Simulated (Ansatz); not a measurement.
Fermi-surface data of Rh under load (space group Fm-3m)

```
Rh
1.0
    0.00000     1.88557     1.88557
    1.88557     0.00000     1.88557
    1.88557     1.88557     0.00000
Rh
1
Direct
  0.00000   0.00000   0.00000
```

All values below come from PBEsol, rigid bands (plane waves, PAW, scalar-relativistic; Ansatz, a first-principles code). Condition of this run: hydrostatic pressure 2 GPa (the target of the relaxation). Geometry: cell and atoms relaxed with PBEsol, then loaded as said.

| Property | Value |
|---|---|
| density of states at the Fermi level | 1.22 states/(eV·cell), both spins |
| bare Sommerfeld coefficient | 2.9 mJ/(mol of atoms·K²) |
| Drude plasma energy | 10.3 eV |
| root-mean-square Fermi velocity | 6.7e5 m/s |
| resistivity times τ | 4.6 ×10⁻²² Ω·m·s |
| resistivity times mean free path | 3.2 ×10⁻¹⁶ Ω·m² |

A metal at this level (no band gap); rigid bands, thermally averaged at 300 K, both spins. Spin-orbit coupling is left out. τ is one relaxation time for all states; the product of resistivity and mean free path takes one path for all states instead.
